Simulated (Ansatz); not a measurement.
We consider Bi₂O₂Te (model structure, started from the La2SO2 type, P-3m1, No. 164, 5 atoms in the cell), described by PBEsol in Ansatz (plane waves, PAW).

Numerical settings: plane-wave cutoff 520 eV, 12×12×6 k mesh (along the axes of the cell as run), Fermi–Dirac smearing 0.01 eV, scalar-relativistic PAW data made under PBE.

Cell (relaxed at this level):

```xyz
5
Lattice="4.0349 0.0000 0.0000 -2.0175 3.4943 0.0000 0.0000 0.0000 7.3333" Properties=species:S:1:pos:R:3 pbc="T T T"
Bi     2.0175     1.1648     5.8547
Bi     0.0000     2.3296     1.4786
Te     0.0000     0.0000     3.6666
O      2.0175     1.1648     0.8390
O      0.0000     2.3296     6.4943
```

Task: Predict the band gap, direct gap at Γ and bulk modulus B0.

Result: 
- band gap = 0.74 eV (on the SCF k mesh)
- direct gap at Γ = 2.64 eV
- bulk modulus B0 = 88.2 GPa

Note: the bulk modulus is −V dP/dV from two relaxed cells at ±2 % in volume; the relaxation could raise the start's symmetry but not lower it, so the cell can be a saddle point.

Spin–orbit coupling is not included; with these elements it can move the gap by several tenths of an eV or more.

Computed values are for the static lattice.

A model structure was made by putting elements into a prototype or built by hand; it is no filed structure, need not be a known phase, and can be a saddle point held by its symmetry.

Ansatz is a quantum-chemistry and plane-wave program.
